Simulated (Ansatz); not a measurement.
ZnSe: response to strain

Base system: ZnSe in the zinc blende structure (space group F-43m, No. 216).

```yaml
crystal:
  lattice:
    - [0.00000, 2.83278, 2.83278]
    - [2.83278, 0.00000, 2.83278]
    - [2.83278, 2.83278, 0.00000]
  atoms:
    - { symbol: Zn, position: [0.00000, 0.00000, 0.00000] }
    - { symbol: Se, position: [0.25000, 0.25000, 0.25000] }
```

Cartesian axes are those of the cell as printed.

Strains are applied to the cell and any free atomic positions relax.

All numbers come from r2SCAN (Ansatz, a quantum-chemistry and plane-wave program), no spin-orbit coupling.

Notes on the quantities. pressure: mean of the normal stresses, compression positive; energy relative to the base: free energy F.

```csv
change,band gap,pressure,energy relative to the base,shortest interatomic distance
base,1.87 eV,-0.01 GPa,0 meV/atom,2.453 Å
uniaxial strain ε_zz = +0.50 %,1.84 eV,-0.33 GPa,+0.2 meV/atom,2.457 Å
uniaxial strain ε_zz = +1.00 %,1.81 eV,-0.64 GPa,+0.6 meV/atom,2.461 Å
uniaxial strain ε_zz = +1.50 %,1.78 eV,-0.95 GPa,+1.4 meV/atom,2.466 Å
uniaxial strain ε_zz = +2.00 %,1.76 eV,-1.25 GPa,+2.5 meV/atom,2.470 Å
uniaxial strain ε_zz = +2.50 %,1.73 eV,-1.54 GPa,+3.9 meV/atom,2.474 Å
uniaxial strain ε_zz = +3.00 %,1.70 eV,-1.83 GPa,+5.7 meV/atom,2.478 Å
```

Stability against distortions was not tested.
